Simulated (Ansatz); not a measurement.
**cubic ZrO2 (0 0 1) on alpha cristobalite (0 0 1) (film strained to the substrate, started from cuts of the bulks and a machine-learned relaxation; slabs Si8O16 and O20Zr12, which can lie off the formulas)**

A periodic stack without vacuum, cubic ZrO2 (0 0 1) on alpha cristobalite (0 0 1) (film strained to the substrate, started from cuts of the bulks and a machine-learned relaxation; slabs Si8O16 and O20Zr12, which can lie off the formulas): substrate slab Si8O16, film O20Zr12, surface cells [[0, 1], [-1, 0]] and [[0, -1], [2, 1]], film strained by -0.6 and -0.6 %, outermost planes O/O and Zr/Zr as cut, which need not be the usual terminations and can put a slab off its formula.

The start was prepared with a machine-learned potential, and the result is one local minimum, with the in-plane cell held and forces under 0.04 eV/Å; the film can end far from its bulk form.

Level of theory: PBE (plane waves to 420 eV, PAW; Ansatz, an electronic-structure program). Spin–orbit coupling is left out; PBE gaps are too small against experiment. Its k-point mesh 5×5×1, Fermi–Dirac width 0.05 eV.

interface area: 25.8 Å²
period: 29.42 Å
heights between the nearest atoms of the two slabs at the two interfaces: 1.07 and 0.78 Å
Si–Zr contacts across the interfaces within 1.22 times the sum of covalent radii: 6, mean 3.04 Å
O–Zr contacts across the interfaces within 1.22 times the sum of covalent radii: 6, mean 2.31 Å
spin-polarised check at this geometry: falls back to no moment

```yaml
crystal:
  lattice:
    - [5.08239, 0.00195, -0.08240]
    - [0.00149, 5.07867, 0.21145]
    - [0.77742, 2.96483, 29.56115]
  atoms:
    - { symbol: Si, position: [0.15564, 0.11538, 0.16389] }
    - { symbol: Si, position: [0.63566, 0.79961, 0.04108] }
    - { symbol: Si, position: [0.65653, 0.27561, 0.10463] }
    - { symbol: Si, position: [0.23323, 0.56561, 0.22458] }
    - { symbol: O, position: [0.22504, 0.28302, 0.20494] }
    - { symbol: O, position: [0.36259, 0.17695, 0.12157] }
    - { symbol: O, position: [0.66069, 0.59910, 0.09113] }
    - { symbol: O, position: [0.86105, 0.18799, 0.14554] }
    - { symbol: O, position: [0.90925, 0.71300, 0.01307] }
    - { symbol: O, position: [0.16423, 0.80090, 0.18361] }
    - { symbol: O, position: [0.52791, 0.60783, 0.24305] }
    - { symbol: O, position: [0.72986, 0.12173, 0.05978] }
    - { symbol: Si, position: [0.13786, 0.88151, 0.40473] }
    - { symbol: Si, position: [0.72977, 0.60123, 0.28523] }
    - { symbol: Si, position: [0.64529, 0.05181, 0.34595] }
    - { symbol: Si, position: [0.11469, 0.34074, 0.46255] }
    - { symbol: O, position: [0.20351, 0.01768, 0.45177] }
    - { symbol: O, position: [0.34901, 0.98152, 0.36475] }
    - { symbol: O, position: [0.65685, 0.36613, 0.32633] }
    - { symbol: O, position: [0.84752, 0.98893, 0.38829] }
    - { symbol: O, position: [0.02670, 0.55897, 0.26685] }
    - { symbol: O, position: [0.13770, 0.55736, 0.41451] }
    - { symbol: O, position: [0.38792, 0.43268, 0.48954] }
    - { symbol: O, position: [0.71837, 0.88377, 0.30494] }
    - { symbol: O, position: [0.05288, 0.03888, 0.54886] }
    - { symbol: O, position: [0.54480, 0.44226, 0.57214] }
    - { symbol: O, position: [0.51585, 0.93054, 0.58131] }
    - { symbol: O, position: [0.06227, 0.52014, 0.59313] }
    - { symbol: O, position: [0.04931, 0.89777, 0.73514] }
    - { symbol: O, position: [0.51832, 0.27771, 0.75194] }
    - { symbol: O, position: [0.51648, 0.76983, 0.76126] }
    - { symbol: O, position: [0.04669, 0.36316, 0.77764] }
    - { symbol: O, position: [0.45678, 0.84299, 0.67102] }
    - { symbol: O, position: [0.92209, 0.43816, 0.68563] }
    - { symbol: O, position: [0.92340, 0.97668, 0.64347] }
    - { symbol: O, position: [0.45037, 0.35150, 0.66138] }
    - { symbol: O, position: [0.04091, 0.76166, 0.91644] }
    - { symbol: O, position: [0.51573, 0.14256, 0.93307] }
    - { symbol: O, position: [0.51384, 0.63021, 0.94220] }
    - { symbol: O, position: [0.06488, 0.25069, 0.96731] }
    - { symbol: O, position: [0.43798, 0.69385, 0.85160] }
    - { symbol: O, position: [0.91097, 0.29177, 0.86976] }
    - { symbol: O, position: [0.90932, 0.82506, 0.82605] }
    - { symbol: O, position: [0.44390, 0.20180, 0.84265] }
    - { symbol: Zr, position: [0.72438, 0.63257, 0.62568] }
    - { symbol: Zr, position: [0.24774, 0.15546, 0.61399] }
    - { symbol: Zr, position: [0.28697, 0.72916, 0.53281] }
    - { symbol: Zr, position: [0.70703, 0.21523, 0.52577] }
    - { symbol: Zr, position: [0.71249, 0.48091, 0.80756] }
    - { symbol: Zr, position: [0.24544, 0.99061, 0.79624] }
    - { symbol: Zr, position: [0.25172, 0.55656, 0.71650] }
    - { symbol: Zr, position: [0.71833, 0.06536, 0.70539] }
    - { symbol: Zr, position: [0.69723, 0.32990, 0.98671] }
    - { symbol: Zr, position: [0.24726, 0.85275, 0.97708] }
    - { symbol: Zr, position: [0.23732, 0.41556, 0.89935] }
    - { symbol: Zr, position: [0.70680, 0.91711, 0.88638] }
```
